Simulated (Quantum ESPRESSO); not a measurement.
## A series of runs on YGa₂N₃ (Cmc2_1, 12 atoms in the cell)

```yaml
crystal:
  lattice:
    - [5.18006, -2.96721, 0.00000]
    - [5.18006, 2.96721, 0.00000]
    - [0.00000, 0.00000, 5.29935]
  atoms:
    - { symbol: Y, position: [0.31172, 0.68828, 0.97206] }
    - { symbol: Y, position: [0.68828, 0.31172, 0.47206] }
    - { symbol: Ga, position: [0.00757, 0.33987, 0.98992] }
    - { symbol: Ga, position: [0.99243, 0.66013, 0.48992] }
    - { symbol: Ga, position: [0.66013, 0.99243, 0.98992] }
    - { symbol: Ga, position: [0.33987, 0.00757, 0.48992] }
    - { symbol: N, position: [0.04608, 0.33020, 0.35883] }
    - { symbol: N, position: [0.95392, 0.66980, 0.85883] }
    - { symbol: N, position: [0.66980, 0.95392, 0.35883] }
    - { symbol: N, position: [0.33020, 0.04608, 0.85883] }
    - { symbol: N, position: [0.30448, 0.69552, 0.41844] }
    - { symbol: N, position: [0.69552, 0.30448, 0.91844] }
```

Base run A: Quantum ESPRESSO with LDA (PW92), PseudoDojo standard norm-conserving (LDA) pseudopotentials, self-consistent single point.

Its settings: ecutwfc = 85 Ry; occupations = smearing; smearing = gaussian; degauss = 0.00147 Ry; potentials = {Y: Y.upf, Ga: Ga.upf, N: N.upf}; K_POINTS = automatic 3 3 3 0 0 0; conv_thr = 1e-09 Ry.

The starting cell comes from a database of computed structures (which also holds hypothetical and non-ambient phases and stackings), without a prior relaxation at this level. In the base run, with a pressure of about -10 GPa the cell is away from its equilibrium volume at this level.

Runs:
- B: input_dft: default → rpbe; potentials: PseudoDojo standard norm-conserving (PBE) [RPBE]
- C: input_dft: default → revpbe; potentials: PseudoDojo standard norm-conserving (PBE) [revPBE]
- D: input_dft: default → blyp; potentials: PseudoDojo standard norm-conserving (PBE) [BLYP]
- E: input_dft: default → wc; potentials: PseudoDojo standard norm-conserving (PBE) [Wu-Cohen GGA]
- F: input_dft: default → pw91; potentials: PseudoDojo standard norm-conserving (PBE) [PW91]
- G: input_dft: default → vdw-df2; potentials: PseudoDojo standard norm-conserving (PBE) [vdW-DF2]
- H: input_dft: default → vdw-df-cx; potentials: PseudoDojo standard norm-conserving (PBE) [vdW-DF-cx]
- I: input_dft: default → rvv10; potentials: PseudoDojo standard norm-conserving (PBE) [rVV10]

```csv
run,pressure (GPa),largest force (eV/Å),gap on the mesh (eV)
A,-9.53,0.052,2.314
B,2.95,0.150,2.476
C,2.13,0.141,2.446
D,4.70,0.132,2.447
E,-4.43,0.088,2.240
F,[?],0.113,2.352
G,[?],0.133,2.374
H,-4.12,0.070,2.300
I,1.96,0.108,[?]
```

### Question
What belongs in the gaps?

### Answer

- F, pressure (GPa): -0.46
- G, pressure (GPa): 7.20
- I, gap on the mesh (eV): 2.255
